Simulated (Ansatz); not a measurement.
Bond-angle distributions (per cent of the angles at each element, bins of 10°) of a relaxed model of amorphous Si$_{24}$O$_{56}$Al$_{2}$P$_{2}$ at 2.25 g/cm³. All values below come from PBE, scalar-relativistic without spin-orbit coupling (plane waves to 420 eV, PAW; Ansatz, a first-principles code).

Preparation: random packing, a CHGNet melt and quench, and a DFT relaxation. O atoms were pushed apart under 1.9 Å during the dynamics, to hinder bonds among them. The hot cell started wider than the set density and was brought back towards it in steps. It is the lowest in DFT energy of 2 quenches. It is a model cell: composition and starting density were chosen by hand, and all elements were melted together. No dispersion term was used. Its density started from a set value of 2.25 and ended at 2.25 g/cm³. The simulated quench (nominally 400 K/ps over its main leg) is rapid and tends to freeze in more defects than a deposited or slowly cooled glass has. A cell of this size samples the disorder only roughly. The volume was held where the preparation left it, at a PBE pressure of -0.5 GPa (tension). Stress components on the final sampling reach 1.8 GPa.

Bonds are counted up to Si-Si 2.60 Å, Si-O 2.24 Å, Si-Al 2.55 Å, Si-P 2.55 Å, O-O 1.58 Å, O-Al 2.24 Å, O-P 2.08 Å, Al-Al 2.66 Å, Al-P 2.51 Å, P-P 2.50 Å. Two cations that share two anions don't count as bonded, nor two that share one unless they lie closer than Si-Si 2.38 Å, Si-Al 2.48 Å, Si-P 2.33 Å, Al-Al 2.59 Å, Al-P 2.44 Å, P-P 2.29 Å.

```tsv
angle (°)	at Si	at O
50-60	0	0
60-70	0	0
70-80	0	0
80-90	2	0
90-100	3	0
100-110	54	0
110-120	37	12
120-130	3	24
130-140	1	28
140-150	0	12
150-160	0	14
160-170	0	7
170-180	1	3
```

They go with these counts of neighbours within the cut-offs, cation contacts included: Si mean 4.0, most often 4; O mean 2.0, most often 2.
